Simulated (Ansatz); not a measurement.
Output of an Ansatz run (abridged):

```
WARN ansatz: RAYON_NUM_THREADS=1 ignored (pool sized by the plan → 1); use --threads N
Pseudopotentials: kind: paw
Pseudopotential: Sn, paw, valence charge 14
Crystal: 1 atoms, lattice volume = 26.961 Å³
Basis set: ecut = 420 eV, 531 PW (Γ)
Bands: 11, of which v1, the nominal top of the filled ones, is band 7 counted from 1 (6 counted from 0)
Symmetry: 48 space group operations
Space group: Im-3m (ITA 229), of the structure as read, at distance tolerance 3.0e-5 Å
k-points: 72 of 1728
PAW frozen core: Sn, regenerated for the run's functional, and the local potential with it
Initial density: superposition of atomic densities (neutral atoms: chi_scale 0, normalization atom), corrected by the library's trained network
Initial wavefunctions: pseudopotential atomic-orbital guess
Eigensolver: davidson
Functional: x = slater, c = lda
SCF iter   1: F=—  HF=-5879.478609 eV  |F-HF|=—  |Δ(HF+E_count)|=         —  Δρ=6.49e-3  dr2=5.14e-3  ethr=1.77e-3  ⟨swp⟩=5.0  Hψ=4613  notcnv=0
all-band conjugate gradients solve this SCF's bands
preconditioner: auto → none
SCF iter   2: F=—  HF=-5879.475673 eV  |F-HF|=—  |Δ(HF+E_count)|=   2.94e-3  Δρ=2.38e-3  dr2=7.30e-4  ethr=3.67e-5  ⟨swp⟩=2.0  Hψ=1555  notcnv=0
SCF iter   3: F=—  HF=-5879.475445 eV  |F-HF|=—  |Δ(HF+E_count)|=   2.27e-4  Δρ=1.90e-4  dr2=1.18e-5  ethr=5.21e-6  ⟨swp⟩=2.5  Hψ=1240  notcnv=0
SCF iter   4: F=—  HF=-5879.475444 eV  |F-HF|=—  |Δ(HF+E_count)|=   1.52e-6  Δρ=1.09e-4  dr2=2.88e-6  ethr=8.43e-8  ⟨swp⟩=2.0  Hψ=1276  notcnv=0
iter 5 did not close the SCF: its close was put off for the readings that it lacked (scf_convergence_deferred on its scf_iter line)
SCF iter   5: F=-5879.475442 eV  HF=-5879.475442 eV  |F-HF|=4.15e-8  |Δ(HF+E_count)|=   2.02e-6  Δρ=1.21e-5  dr2=3.53e-8  ethr=2.06e-8  ⟨swp⟩=2.0  Hψ=1280  notcnv=0
SCF iter   6: F=-5879.475442 eV  HF=-5879.475442 eV  |F-HF|=6.22e-10  |Δ(HF+E_count)|=   2.06e-8  Δρ=1.58e-6  dr2=5.24e-10  ethr=2.52e-10  ⟨swp⟩=3.2  Hψ=3053  notcnv=0
SCF 1 converged in 6 iterations: F = -5879.475442 eV  dr2 = 5.24e-10
SCF converged after 6 iterations
Free energy (F): -5879.475442 eV
Harris-Foulkes:  -5879.475442 eV  (|F-HF|=6.22e-10)
Internal energy: -5879.473157 eV  (E = F + TS)
E sigma→0 (E₀):  -5879.474300 eV
Entropy (-TS):   -0.002285 eV (-2.285 meV/atom)
Fermi energy:    10.652387 eV
--- Per-component energies (eV) ---
  E_band       = -83.177906
  E_kinetic    = 187.208206
  E_local      = -822.914854  (includes V_loc(G=0)·N_el)
  E_nonlocal   = -28.358386
  E_hartree    = 516.192258
  E_xc         = -379.410637
  E_vxc        = -98.972184  (∫ρ·V_xc dr)
  E_paw        = -3993.257246  (= ΣΔE_a)
  E_vpaw       = -352.526214  (= ΣTr[D̂ρ^β])
  E_aug_tail   = -0.000000  (compensation charges beyond the density's cutoff)
  E_ewald      = -1359.357396
  E_core_change = 0.424898  (= ΣΔE_core)
  E_smearing   = -0.002285  (= −TS)
  E_closure    = 0.000000  (closes the sum)
  Σ components = -5879.475442   (vs F -5879.475442, Δ=0.00e0)
--- Forces (eV/Å), atoms counted from 1 ---
  atom   1  Sn    -0.00000000     0.00000000    -0.00000000
  max |Σ_I F_I| component: 1.31e-30 eV/Å
--- Stress (GPa, compression-positive) ---
       -3.178478       0.000000       0.000000
       -0.000000      -3.178478      -0.000000
        0.000000       0.000000      -3.178478
  P = ⅓ Tr σ = -3.1785 GPa (-31.785 kbar)
  The stress holds the Pulay correction. Without it, at fixed plane waves, as pw.x and ABINIT print it: P = -3.2052 GPa
--- Band table (eV; the first three rows and the last of 72) ---
  k-point 0: bands = ["-10.8197", "-10.8197", "-10.8197", "-10.6753", "-10.6753", "-0.5436", "18.5259", "18.5259", "18.5259", "22.8709", "22.8709"]
  k-point 1: bands = ["-10.8229", "-10.8151", "-10.8046", "-10.6789", "-10.6757", "-0.3916", "17.2793", "17.9606", "18.3330", "21.5321", "21.8484"]
  k-point 2: bands = ["-10.8316", "-10.8039", "-10.7631", "-10.6874", "-10.6769", "0.0649", "14.7697", "16.8516", "17.8081", "20.4401", "20.8230"]
  k-point 71: bands = ["-10.8404", "-10.8404", "-10.6101", "-10.6101", "-10.6101", "8.0138", "10.1360", "10.1360", "10.1360", "14.6009", "14.6009"]
```

The structure:

```xyz
1
Lattice="-1.8890 1.8890 1.8890 1.8890 -1.8890 1.8890 1.8890 1.8890 -1.8890" Properties=species:S:1:pos:R:3 pbc="T T T"
Sn     0.0000     0.0000     0.0000
```

**Question.** Write an input that gives this output.

**Answer.** Other spellings and defaults could give the same log, and not every line can be read from it. The input that was run (DFT, LDA (PW92), plane waves, default PAW files made with PBE):

Ansatz 0.2 input:
```yaml
crystal:
  lattice:
    - [-1.888966, 1.888966, 1.888966]
    - [1.888966, -1.888966, 1.888966]
    - [1.888966, 1.888966, -1.888966]
  atoms:
    - { symbol: Sn, position: [0.000000, 0.000000, 0.000000] }
basis:
  ecutwfc: 420.0 eV
kpoints:
  mp_grid: { grid: [12, 12, 12] }
hamiltonian:
  xc: lda
  pseudopotentials: { kind: paw }
scf:
  occupations: { method: gaussian, width: 0.1 eV }
output:
  forces: true
  eigenvalues: true
  stress: true
```

The starting cell comes from a database of computed structures (which also holds hypothetical and non-ambient phases and stackings), without a prior relaxation at this level. Its lattice was rescaled by up to half a per cent. With a pressure of about -3 GPa the cell is away from its equilibrium volume at this level. Ansatz's pressure includes its estimate of the finite-basis (Pulay) stress.

Ansatz is a quantum-chemistry and plane-wave program.
